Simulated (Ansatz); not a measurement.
Start from TiAl (space group P4/mmm, No. 123; a = 2.813 Å, c = 4.062 Å; relaxed with 0.1 eV smearing). Axes: x, y, z lie along a, b, c of the conventional cell.

The values are results of r2SCAN in Ansatz (plane waves to 500 eV, PAW, spin-orbit coupling left out), earlier PAW set, not measurements.

Base values:

| Item | Result |
|---|---|
| Shortest interatomic distance | 2.813 Å |

Now apply this change: strain tensor (xx, yy, zz, yz, xz, xy) = (+1.41, −0.64, −0.86, −0.49, −1.46, +0.71) %, atoms relaxed at fixed cell.

What does the calculation give for the stress after the change?

The stress (xx, yy, zz, yz, xz, xy; compression positive) comes out as (-1.6, 1.4, 1.1, 1.1, 3.6, -0.7) GPa.

Estimate the effect on the energy relative to the base.

The energy goes up by 8.4 meV/atom.

What happens to the shortest interatomic distance?

The shortest interatomic distance shrinks by 0.018 Å to 2.795 Å.

Stability against distortions was not tested. The final runs are not spin-polarised.

Ansatz is a program for electronic structure.
